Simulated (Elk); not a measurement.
Band structure of GaAs (F-43m, 2 atoms in the cell).

```yaml
crystal:
  lattice:
    - [0.00000, 2.93460, 2.93460]
    - [2.93460, 0.00000, 2.93460]
    - [2.93460, 2.93460, 0.00000]
  atoms:
    - { symbol: Ga, position: [0.00000, 0.00000, 0.00000] }
    - { symbol: As, position: [0.25000, 0.25000, 0.25000] }
```

Method of the run: PBE, all-electron FP-LAPW, Elk's shipped species files, APW+lo basis with extra local orbitals (Elk).

Settings: xctype = 20; rgkmax = 8; stype = 0; swidth = 0.00734986 Ha; ngridk = 7 7 7; gmaxvr = 16 1/bohr; nxlo = 2; lorbcnd = true; rmtscf = 0.94; lmaxi = 3.

The starting cell comes from a database of computed structures (which also holds hypothetical and non-ambient phases and stackings), without a prior relaxation at this level. Its lattice was rescaled by a random factor within 2.5 % of one. Values depend on the basis (sphere radii, cutoffs, local orbitals), which need not be converged. The run gives no clean gap (levels at the Fermi energy touch, overlap or are partly filled at this smearing), which alone does not show that the compound is a metal.

Levels in eV from the Fermi level, bands 11 to 18:
```
point      11     12     13     14     15    16    17    18
-----  ------  -----  -----  -----  -----  ----  ----  ----
Γ      -12.07  -0.39  -0.08  -0.08  -0.08  3.59  3.59  3.59
X      -10.03  -6.43  -2.40  -2.40   1.58  1.61  9.19  9.19
W       -9.99  -6.28  -3.12  -2.94   4.01  4.58  4.95  5.91
K      -10.06  -6.27  -3.39  -2.03   1.92  4.29  7.27  7.46
L      -10.63  -6.17  -1.07  -1.07   0.62  4.49  4.49  7.53
U      -10.06  -6.27  -3.39  -2.03   1.92  4.29  7.27  7.46
```

Bands cross the Fermi level along this path, so the cell is metallic at this level.
